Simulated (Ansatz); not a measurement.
# In2S3: pressure series

Consider In2S3 in the corundum structure (space group R-3c, No. 167; a = 6.5736 Å, c = 17.6080 Å (hexagonal axes); a cell from a computed database, its experimental status unchecked).

Cell and atoms are relaxed at each pressure.

Level of theory: Ansatz (a first-principles code) PBEsol, scalar-relativistic without spin-orbit coupling.

```json
[
 {"P (GPa)": "-1.99", "V (Å³/atom)": "22.559"},
 {"P (GPa)": "-1.00", "V (Å³/atom)": "22.248"},
 {"P (GPa)": "0.30", "V (Å³/atom)": "21.883"},
 {"P (GPa)": "0.70", "V (Å³/atom)": "21.777"},
 {"P (GPa)": "1.49", "V (Å³/atom)": "21.574"},
 {"P (GPa)": "3.01", "V (Å³/atom)": "21.212"},
 {"P (GPa)": "5.01", "V (Å³/atom)": "20.778"},
 {"P (GPa)": "7.51", "V (Å³/atom)": "20.293"},
 {"P (GPa)": "10.00", "V (Å³/atom)": "19.860"}
]
```

**Question.** Fit a third-order Birch–Murnaghan equation of state.

**Answer.** Least squares on P(V) = (3B₀/2)[(V₀/V)^(7/3) − (V₀/V)^(5/3)]·[1 + (3/4)(B₀′ − 4)((V₀/V)^(2/3) − 1)] gives V₀ = 21.97 Å³/atom, B₀ = 80 GPa and B₀′ = 4.3.

Between the base and pressure 7.5 GPa the gap moves from 0.45 eV to 1.03 eV, a mean slope of 78 meV/GPa.

Load acts through the strain it causes; cell and atoms are relaxed under it. Stability against distortions was not tested. Competing high-pressure phases were not computed.
